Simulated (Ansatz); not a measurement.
Input and output of a self-consistent single point for a (001) slab of KCaF3 (cut from a parent of space group no. 221; 10 atoms in the cell) (Ansatz, a quantum-chemistry and plane-wave program)

Method of the run: PBEsol, default PAW files made with PBE (plane waves; Ansatz).

The input file:

Ansatz 0.2 input:
```yaml
crystal:
  lattice:
    - [4.46828500, 0.00000000, 0.00000000]
    - [0.00000000, 4.46828500, 0.00000000]
    - [0.00000000, 0.00000000, 20.70240600]
  atoms:
    - { symbol: K, position: [0.50000000, 0.50000000, 0.33812500] }
    - { symbol: Ca, position: [0.00000000, 0.00000000, 0.44604000] }
    - { symbol: F, position: [0.00000000, 0.50000000, 0.44604000] }
    - { symbol: F, position: [0.50000000, 0.00000000, 0.44604000] }
    - { symbol: F, position: [0.00000000, 0.00000000, 0.33812500] }
    - { symbol: K, position: [0.50000000, 0.50000000, 0.55395500] }
    - { symbol: Ca, position: [0.00000000, 0.00000000, 0.66187500] }
    - { symbol: F, position: [0.00000000, 0.50000000, 0.66187500] }
    - { symbol: F, position: [0.50000000, 0.00000000, 0.66187500] }
    - { symbol: F, position: [0.00000000, 0.00000000, 0.55395500] }
basis:
  ecutwfc: 420.0 eV
kpoints:
  mp_grid: { grid: [5, 5, 1] }
hamiltonian:
  xc: pbesol
  pseudopotentials: { kind: paw }
scf:
  occupations: { method: fermi_dirac, width: 0.05 eV }
output:
  forces: true
  eigenvalues: true
  stress: true
```

Output (repeated stretches shortened):

```
WARN ansatz: RAYON_NUM_THREADS=1 ignored (pool sized by the plan → 1); use --threads N
Pseudopotentials: kind: paw
Pseudopotential: K, paw, valence charge 9
Pseudopotential: Ca, paw, valence charge 10
Pseudopotential: F, paw, valence charge 7
Crystal: 10 atoms, lattice volume = 413.335 Å³
Basis set: ecut = 420 eV, 8149 PW (Γ), exchange–correlation on 60×60×288 points (8 copies of the dense FFT grid, shifted against one another)
Bands: 50, of which v1, the nominal top of the filled ones, is band 40 counted from 1 (39 counted from 0)
Symmetry: 8 space group operations
Space group: P4mm (ITA 99), of the structure as read, at distance tolerance 7.4e-5 Å
k-points: 6 of 25
PAW frozen core: K, regenerated for the run's functional, and the local potential with it
PAW frozen core: Ca, regenerated for the run's functional, and the local potential with it
PAW frozen core: F, regenerated for the run's functional, and the local potential with it
Initial density: superposition of atomic densities (neutral atoms: chi_scale 0, normalization atom), corrected by the library's trained network
Initial wavefunctions: pseudopotential atomic-orbital guess
Eigensolver: davidson
Functional: x = pbesol(κ = 0.804, μ = 0.12345679012345678), c = pbesol(β = 0.046)
SCF iter   1: F=—  HF=-11438.611996 eV  |F-HF|=—  |Δ(HF+E_count)|=         —  Δρ=6.72e-3  dr2=1.16e-1  ethr=1.77e-3  ⟨swp⟩=14.3  Hψ=1664  notcnv=0  defer=3
all-band conjugate gradients solve this SCF's bands
preconditioner: auto → Resta (q_TF=auto, 2.075 Å⁻¹)
SCF iter   2: F=—  HF=-11438.584847 eV  |F-HF|=—  |Δ(HF+E_count)|=   2.71e-2  Δρ=2.40e-3  dr2=1.35e-2  ethr=1.45e-4  ⟨swp⟩=2.5  Hψ=607  notcnv=0  defer=21
SCF iter   3: F=—  HF=-11438.581321 eV  |F-HF|=—  |Δ(HF+E_count)|=   3.53e-3  Δρ=4.87e-4  dr2=7.56e-4  ethr=1.69e-5  ⟨swp⟩=2.0  Hψ=511  notcnv=0  defer=21
SCF iter   4: F=—  HF=-11438.581528 eV  |F-HF|=—  |Δ(HF+E_count)|=   2.07e-4  Δρ=1.52e-4  dr2=6.17e-5  ethr=9.45e-7  ⟨swp⟩=2.0  Hψ=551  notcnv=0  defer=21
SCF iter   5: F=—  HF=-11438.583184 eV  |F-HF|=—  |Δ(HF+E_count)|=   1.66e-3  Δρ=8.16e-5  dr2=1.68e-5  ethr=7.71e-8  ⟨swp⟩=2.0  Hψ=561  notcnv=0  defer=21
SCF iter   6: F=—  HF=-11438.583183 eV  |F-HF|=—  |Δ(HF+E_count)|=   1.61e-6  Δρ=1.32e-5  dr2=5.02e-7  ethr=2.10e-8  ⟨swp⟩=2.0  Hψ=474  notcnv=0  defer=21
SCF iter   7: F=-11438.583183 eV  HF=-11438.583183 eV  |F-HF|=5.12e-8  |Δ(HF+E_count)|=   3.02e-7  Δρ=3.15e-6  dr2=2.88e-8  ethr=1.25e-10  ⟨swp⟩=16.2  Hψ=1542  notcnv=0
SCF 1 converged in 7 iterations: F = -11438.583183 eV  dr2 = 2.88e-8
SCF converged after 7 iterations
Free energy (F): -11438.583183 eV
Harris-Foulkes:  -11438.583183 eV  (|F-HF|=5.12e-8)
Internal energy: -11438.583183 eV  (E = F + TS)
E sigma→0 (E₀):  -11438.583183 eV
Fermi energy:    -0.289471 eV
--- Per-component energies (eV) ---
  E_band       = -1074.294044
  E_kinetic    = 2299.861027
  E_local      = -40172.371858  (includes V_loc(G=0)·N_el)
  E_nonlocal   = 597.798207
  E_hartree    = 19030.761933
  E_xc         = -1012.734405
  E_vxc        = -1279.166337  (∫ρ·V_xc dr)
  E_paw        = -4358.064952  (= ΣΔE_a)
  E_vpaw       = -581.941513  (= ΣTr[D̂ρ^β])
  E_aug_tail   = 0.012206  (compensation charges beyond the density's cutoff)
  E_ewald      = 12175.446643
  E_core_change = 0.708015  (= ΣΔE_core)
  E_smearing   = -0.000000  (= −TS)
  E_closure    = -0.000000  (closes the sum)
  Σ components = -11438.583183   (vs F -11438.583183, Δ=0.00e0)
--- Forces (eV/Å), atoms counted from 1 ---
  atom   1  K     -0.00000000     0.00000000     0.54091955
  atom   2  Ca     0.00000000     0.00000000    -0.26387826
  atom   3  F     -0.00000000     0.00000000    -0.00261693
  atom   4  F      0.00000000     0.00000000    -0.00261693
  atom   5  F      0.00000000     0.00000000    -0.09058894
  atom   6  K     -0.00000000     0.00000000     0.09345040
  atom   7  Ca     0.00000000     0.00000000    -0.52665886
  atom   8  F      0.00000000     0.00000000    -0.04247548
  atom   9  F      0.00000000     0.00000000    -0.04247548
  atom  10  F      0.00000000     0.00000000     0.33683197
  max |Σ_I F_I| component: 1.09e-4 eV/Å
--- Stress (GPa, compression-positive) ---
       -1.596345       0.000000       0.000000
        0.000000      -1.596345       0.000000
       -0.000000       0.000000      -1.078853
  P = ⅓ Tr σ = -1.4238 GPa (-14.238 kbar)
  The stress holds the Pulay correction. Without it, at fixed plane waves, as pw.x and ABINIT print it: P = -1.6101 GPa
--- Band table (eV; the first three rows and the last of 6) ---
  k-point 0: bands = ["-39.1436", "-38.3323", "-30.3195", "-29.6246", "-22.5931", "-22.2270", "-22.1485", "-22.0746", "-21.9986", "-21.5342", "-20.2878", "-20.2878", "-20.2156", "-19.5888", "-19.5888", "-19.0893", "-13.9043", "-13.7948", "-13.7948", [...]
  k-point 1: bands = ["-39.1420", "-38.3305", "-30.3184", "-29.6234", "-22.5937", "-22.3752", "-22.2942", "-22.1827", "-22.0331", "-21.5351", "-20.2864", "-20.2144", "-19.9431", "-19.5871", "-19.3115", "-19.0881", "-13.9041", "-13.8058", "-13.7921", [...]
  k-point 2: bands = ["-39.1395", "-38.3275", "-30.3168", "-29.6214", "-22.6154", "-22.5983", "-22.5877", "-22.1866", "-22.0350", "-21.5363", "-20.2841", "-20.2124", "-19.5843", "-19.4903", "-19.0861", "-18.9090", "-13.9036", "-13.8236", "-13.7877", [...]
  k-point 5: bands = ["-39.1354", "-38.3227", "-30.3144", "-29.6186", "-22.6170", "-22.6093", "-22.5980", "-22.5881", "-22.5814", "-21.5325", "-20.2091", "-19.4896", "-19.4870", "-19.0829", "-18.9073", "-18.9053", "-13.9035", "-13.8383", "-13.8342", [...]
```

The run converged in 7 iterations.

The starting cell comes from a database of computed structures (which also holds hypothetical and non-ambient phases and stackings), without a prior relaxation at this level. The slab is cut from that crystal, and its faces are unrelaxed. Its lattice was rescaled by up to half a per cent. Spin polarisation is off, though cut faces can carry moments; a gap of a slab can lie between surface states. The two faces of this cut differ, and no dipole correction was used.
